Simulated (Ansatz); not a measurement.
YRu3Si2: pressure series

Consider YRu3Si2 (space group P6/mmm, No. 191; a = 5.492 Å, c = 3.610 Å; a cell from a computed database, its experimental status unchecked).

Cell and atoms are relaxed at each pressure.

Calculations: DFT with PBEsol, PAW potentials and a 420 eV plane-wave cutoff in Ansatz (a first-principles code), without spin-orbit coupling.

Two rows of this table had their results exchanged by mistake.

| pressure | volume per atom (Å³) | shortest distance (Å) | band gap |
|---|---|---|---|
| pressure −2 GPa | 15.60 | 2.397 | zero |
| pressure −1 GPa | 15.80 | 2.406 | zero |
| pressure 0.3 GPa | 15.70 | 2.401 | zero |
| pressure 0.7 GPa | 15.66 | 2.400 | zero |
| pressure 1.5 GPa | 15.88 | 2.410 | zero |
| pressure 3 GPa | 15.49 | 2.392 | zero |
| pressure 5 GPa | 15.35 | 2.385 | zero |
| pressure 7.5 GPa | 15.18 | 2.378 | zero |
| pressure 10 GPa | 15.02 | 2.370 | zero |

Problem. Which two?

Solution. The rows for pressure −2 GPa and pressure 1.5 GPa: the volume has to fall steadily with pressure, so 15.88 Å³ belongs to pressure −2 GPa and 15.60 Å³ to pressure 1.5 GPa.

Load acts through the strain it causes; cell and atoms are relaxed under it. Stability against distortions was not tested. Competing high-pressure phases were not computed. All final runs are without spin polarisation. An odd electron count without spin: YRu3Si2.
